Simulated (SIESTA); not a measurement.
Worked example: self-consistent single point of YAl3Ag (Imm2, 5 atoms in the cell) in SIESTA.

Method of the run: LDA PW92, numerical atomic orbitals DZP, PseudoDojo LDA standard norm-conserving potentials (rewritten from UPF to PSML) (SIESTA).

The change in words: lattice scaled by 0.98. Reference geometry:
```
YAl3Ag
1.0
   -2.10990     2.11889     5.70845
    2.10990    -2.11889     5.70845
    2.10990     2.11889    -5.70845
Y Al Ag
1 3 1
Cartesian
  0.00000   0.00000   0.00160
  2.10990   0.00000   2.85251
  0.00000   0.00000   6.96042
  0.00000   0.00000   4.45419
  0.00000   2.11889   2.85651
```

Reference input (self-consistent single point, DFT, LDA PW92, numerical atomic orbitals DZP, PseudoDojo LDA standard norm-conserving potentials (rewritten from UPF to PSML)): XC.functional = LDA; XC.authors = PW92; potentials = PseudoDojo LDA standard; PAO.BasisSize = DZP; PAO.EnergyShift = 0.01 Ry; MeshCutoff = 350 Ry; kgrid.MonkhorstPack = 7 7 7; OccupationFunction = FD; ElectronicTemperature = 580.23 K; MaxSCFIterations = 150; SCF.Mixer.Method = Broyden; SCF.Mixer.Weight = 0.1. This run's input differs from it in these lines:

```diff
@@ -11,7 +11,7 @@
 %endblock ChemicalSpeciesLabel
-LatticeConstant              6.444201 Ang
+LatticeConstant              6.315317 Ang
 %block LatticeVectors
-    -0.327410334    0.328805697    0.885826963
-     0.327410334   -0.328805697    0.885826963
-     0.327410334    0.328805697   -0.885826963
+    -0.327410326    0.328805664    0.885826951
+     0.327410326   -0.328805664    0.885826951
+     0.327410326    0.328805664   -0.885826951
 %endblock LatticeVectors
@@ -19,7 +19,7 @@
 %block AtomicCoordinatesAndAtomicSpecies
-     0.000000000    0.000000000    0.000248032  1
-     0.327410334    0.000000000    0.442647733  2
-     0.000000000   -0.000000000    1.080106532  2
-     0.000000000   -0.000000000    0.691193063  2
-     0.000000000    0.328805697    0.443267812  3
+    -0.000000000   -0.000000000    0.000248032  1
+     0.327410326    0.000000000    0.442647727  2
+     0.000000000    0.000000000    1.080106517  2
+     0.000000000   -0.000000000    0.691193053  2
+     0.000000000    0.328805664    0.443267806  3
 %endblock AtomicCoordinatesAndAtomicSpecies
```

The program printed (abridged):

```
        iscf     Eharris(eV)        E_KS(eV)     FreeEng(eV)     dDmax    Ef(eV) dHmax(eV)
   scf:    1    -5305.290974    -5457.187379    -5457.205732  1.667341 -3.519158 51.155068
   scf:    2    -5544.825336    -5518.491077    -5518.498747  0.309950 -4.177981 11.659205
   scf:    3    -5523.058030    -5521.138156    -5521.145878  0.095933 -4.292683  5.230373
   scf:    4    -5521.978180    -5522.036406    -5522.044227  0.161673 -4.474786  1.830397
   scf:    5    -5522.126047    -5522.122528    -5522.130400  0.031099 -4.485210  0.425709
   [... 9 lines left out ...]
   scf:   15    -5522.136079    -5522.136079    -5522.144052  0.000019 -4.521438  0.000683
   scf:   16    -5522.136079    -5522.136079    -5522.144052  0.000014 -4.521449  0.000516
   scf:   17    -5522.136079    -5522.136079    -5522.144052  0.000011 -4.521459  0.000400
   scf:   18    -5522.136079    -5522.136079    -5522.144052  0.000009 -4.521468  0.000314
SCF Convergence by DM+H criterion
max |DM_out - DM_in|         :     0.0000090771
max |H_out - H_in|      (eV) :     0.0003143264
SCF cycle converged after 18 iterations

Using DM_out to compute the final energy and forces

siesta: E_KS(eV) =            -5522.1361

siesta: E_KS - E_eggbox =     -5522.1361

siesta: Atomic forces (eV/Ang):
     1   -0.000031    0.000058   -0.004028
     2   -0.000003   -0.000092   -0.021836
     3   -0.000098    0.000043    0.129359
     4   -0.000027   -0.000055   -0.109936
     5   -0.000307    0.000640    0.005351
   Tot   -0.000465    0.000594   -0.001090
   Max    0.129359
   Res    0.044228    sqrt( Sum f_i^2 / 3N )
   Max    0.129359    constrained

Stress tensor Voigt[x,y,z,yz,xz,xy] (kbar):       32.28       36.90       23.72        0.01        0.01       -0.03
   [... lines left out ...]
siesta: FreeEng =     -5522.144052
siesta: Cell volume =         96.078454 Ang**3
siesta:         -30.96763870        -32.97628600  kBar
   [... lines left out ...]
              0.423   1.752   1.673   1.752   1.672   1.709   0.125   0.171

              0.139   0.171   0.160

mulliken: Qtot =       39.000

Mulliken Atomic Populations:
Atom #   charge [q] valence [e]  Species
     1     0.562577   10.437423  Y
     2     0.079769    2.920231  Al
     3    -0.418243    3.418243  Al
     4    -0.414132    3.414132  Al
     5     0.190029   18.809971  Ag
 Total     0.000000
```

The run converged in 18 iterations. Against the reference run the free energy falls by 39.9 meV/atom, the pressure goes from -7.28 to -3.10 GPa and the largest force goes from 0.198 to 0.129 eV/Å.

The starting cell comes from a database of computed structures (which also holds hypothetical and non-ambient phases and stackings), without a prior relaxation at this level. Its lattice was rescaled by a random factor within 2.5 % of one. For this run, on top of that: lattice scaled by 0.98. Values carry the incompleteness of an atom-centred basis. With a pressure of about -3 GPa the cell is away from its equilibrium volume at this level.

Cost on one core of a shared machine: roughly 90 s.
